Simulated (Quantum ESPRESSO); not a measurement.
Habitual settings against a tight run: MgCd3 (Pmm2, 4 atoms in the cell)

Self-consistent single point.

```yaml
crystal:
  lattice:
    - [3.20612, 0.00000, 0.00000]
    - [0.00000, 4.93520, 0.00000]
    - [0.00000, 0.00000, 5.26714]
  atoms:
    - { symbol: Mg, position: [0.00000, 0.50000, 0.33456] }
    - { symbol: Cd, position: [0.00000, 0.00000, 0.00403] }
    - { symbol: Cd, position: [0.50000, 0.00000, 0.49804] }
    - { symbol: Cd, position: [0.50000, 0.50000, 0.83004] }
```

Method of the run: PBEsol, GBRV 1.5 ultrasoft (PBESOL) pseudopotentials (plane waves; Quantum ESPRESSO 7.5).

Base settings: ecutwfc = 40 Ry; ecutrho = 200 Ry; occupations = smearing; smearing = marzari-vanderbilt; degauss = 0.0036749 Ry; potentials = {Mg: mg_pbesol_v1.4.uspp.F.UPF, Cd: cd_pbesol_v1.uspp.F.UPF}; K_POINTS = automatic 11 7 7 0 0 0; conv_thr = 1e-10 Ry; mixing_beta = 0.3.

Tight run (finer mesh or higher cutoff; not a proven limit): ecutwfc: 40 Ry → 56 Ry; ecutrho: 200 Ry → 280 Ry; conv_thr: 1e-10 Ry → 7.3e-11 Ry; K_POINTS: automatic 11 7 7 0 0 0 → automatic 15 10 10 0 0 0. It gave Fermi level (on the code's own zero) 10.67 eV; pressure -1.65 GPa; largest force (vector length) 0.024 eV/Å.

Quick runs, as changes from the base:
- A: the base itself
- B: ecutwfc: 40 Ry → 24 Ry; ecutrho: 200 Ry → 120 Ry; K_POINTS: automatic 11 7 7 0 0 0 → automatic 1 1 1 0 0 0
- C: ecutwfc: 40 Ry → 28 Ry; ecutrho: 200 Ry → 140 Ry; smearing: marzari-vanderbilt → fermi-dirac; degauss: 0.0036749 Ry → 0.0099958 Ry; conv_thr: 1e-10 Ry → 7.3e-06 Ry; K_POINTS: automatic 11 7 7 0 0 0 → automatic 8 8 8 1 1 1
- D: ecutwfc: 40 Ry → 24 Ry; ecutrho: 200 Ry → 120 Ry; conv_thr: 1e-10 Ry → 7.3e-06 Ry; K_POINTS: automatic 11 7 7 0 0 0 → automatic 3 3 3 1 1 1
- E: ecutwfc: 40 Ry → 32 Ry; ecutrho: 200 Ry → 160 Ry; conv_thr: 1e-10 Ry → 7.3e-05 Ry; K_POINTS: automatic 11 7 7 0 0 0 → automatic 2 2 2 0 0 0
- F: ecutwfc: 40 Ry → 20 Ry; ecutrho: 200 Ry → 100 Ry; degauss: 0.0036749 Ry → 0.0099958 Ry; K_POINTS: automatic 11 7 7 0 0 0 → automatic 4 4 4 0 0 0

Energies are extrapolated to zero smearing width, which holds to low order in the width alone (under cold and Methfessel-Paxton smearing the free energy itself is taken).

Dashes: pressure of C, D, E, not trusted under this conv_thr with d or f elements.

The count of work is k-points × plane waves × bands × iterations; it is no time. 

The starting cell comes from a database of computed structures (which also holds hypothetical and non-ambient phases and stackings), without a prior relaxation at this level. Its lattice was rescaled by a random factor within 2.5 % of one.

| run | energy less tight (meV/atom) | pressure less tight (GPa) | largest miss in a force vector (eV/Å) | count of work / tight |
|---|---|---|---|---|
| A | 33.9 | 1.06 | 0.004 | 0.20 |
| B | -510.4 | -38.20 | 1.301 | 0.00090 |
| C | 159.9 | – | 0.048 | 0.039 |
| D | 533.5 | – | 0.109 | 0.0039 |
| E | 122.6 | – | 0.286 | 0.0051 |
| F | 3127.7 | -134.38 | 0.057 | 0.019 |

Among the runs at the tight run's level, the energy misses run from 33.9 to 3127.7 meV/atom.
